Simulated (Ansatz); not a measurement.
**Cubic perovskite CsSnI₃ (cubic high-temperature phase)**

All values below come from G0W0@PBEsol (plane waves, hard PAW, contour deformation, complete-basis limit; Ansatz, an electronic-structure program).

Run with largest k mesh 4×4×4 (not extrapolated in the mesh).

Cell: measured lattice: a = b = c = 6.2190 Å, α = β = γ = 90.00°.

```
Quantity    Value
--------  -------
band gap  0.88 eV
```

Note: filled d or f shells below the valence bands can shift G0W0 gaps through exchange with them, which wasn't tested here; held by symmetry at 0 K, a high-temperature phase can be a saddle point; cell and atoms aren't relaxed at this level; the gap holds a correction of +0.25 eV to the complete basis.

Spin–orbit coupling is not included; with these elements it can move the gap by several tenths of an eV or more.

Computed values are for the static lattice.

Cost on a shared machine: roughly 4 core-hours.
